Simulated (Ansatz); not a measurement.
**SnO2: band gap against strain**

SnO2 (rutile, P4_2/mnm, 11.858 Å³/atom at rest, c along z) under an equal strain ε along all three axes. LDA in Ansatz, a plane-wave DFT program (PAW, default set), 420 eV, 7×7×10 Γ-centred mesh, Fermi-Dirac smearing 0.05 eV; ions are relaxed within the symmetry of each cell. Gaps are the smallest over the k-mesh and a band path, without spin-orbit coupling; in all rows the valence edge lies at Γ and the conduction edge at Γ.

Here s stands for strain and Eg for gap.

```
strain (%)  gap (eV)
----------  --------
-3.00              ?
-1.80          1.804
-1.20          1.584
-0.60          1.369
0.00           1.161
```

Taking a straight line for Eg over the 4 complete rows: Means: s -0.90000, Eg 1.4795. About the means, the sum of products is -0.64320 and the sum of squares of s is 1.8000; the slope is their ratio. Least squares gives Eg = 1.1579 - 0.35733·s. Residuals (row less fit): 0.0029, -0.0027, -0.0033, 0.0031; standard error 0.0043 (degrees of freedom: 2). Over these rows the gap moves by -36 ± 0.3 eV per unit strain, or -12 eV per unit of ln V.

Question: What does the fit predict for Eg at s = -3.00, and how far is the calculated value from it?

Answer: Eg = 1.1579 - 0.35733 × (-3.0) = 2.2299 eV. The calculation gives 2.268 eV, 0.0381 eV above the prediction (3.4 % of the range of Eg in the table). The row lies outside the fitted rows, so this is an extrapolation. From the scatter of the fitted rows alone, a prediction at this place has a standard error of 0.0082 eV, so the miss is 4.6 times that.

One order more, fitted to all 6 runs of the series, follows each within 0.001, so the miss is the next term of a smooth law. Other structures, which can take over under pressure, weren't tried. Spin-orbit coupling is left out, which can shift this property for SnO2. Rows are the converged runs of the series near zero and its far end; series whose fitted rows scatter by over a few per cent of the range, as at a crossing or softening among them, aren't shown in this form. Most that stay on the fit to the last digits aren't either.
